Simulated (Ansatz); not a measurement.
Start from Al in the fcc (Cu type) structure (space group Fm-3m, No. 225; a = 3.992 Å; relaxed with 0.1 eV smearing). Axes: x, y, z lie along the cube axes.

Computed with r2SCAN (Ansatz, a first-principles code; PAW; 500 eV plane waves; no spin-orbit coupling), earlier PAW set.

The change: uniaxial strain ε_xx = +5.77 %, all other strain components held at zero; the atoms relax in the strained cell.

How does this affect the energy relative to the base and stress?

The energy increases by 20 meV/atom; the stress (xx, yy, zz, yz, xz, xy; compression positive) amounts to (-6.5, -3.2, -3.2, 0.0, 0.0, 0.0) GPa.

Stability against distortions was not tested.
